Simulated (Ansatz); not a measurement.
Data:

```xyz
2
Lattice="3.1514 0.0000 0.0000 1.5757 2.7292 0.0000 1.5757 -0.9097 2.6276" Properties=species:S:1:pos:R:3 pbc="T T T"
P      3.1514     0.0000     1.9661
B      0.0000     0.0000     0.0046
```

No spin polarisation.

Computed with r2SCAN, PAW, 500 eV (Ansatz, a first-principles code; no SOC). k-mesh 12×12×12 (Γ-centred); smearing 0.05 eV (Fermi–Dirac).

Task: Predict the gap character.

Result: Indirect, Γ → F–Γ (16 % along).

Task: Predict the valence-band top at Γ (three highest levels, from the VBM).

Result: 0.00, 0.00, -0.21 eV.

The cells carry an imposed strain or load. Stability against distortions was not tested. The cell was made from BP in the zinc blende structure (space group F-43m, No. 216) by this change: biaxial strain −1.76 %, plane normal [111], relaxed out of plane.
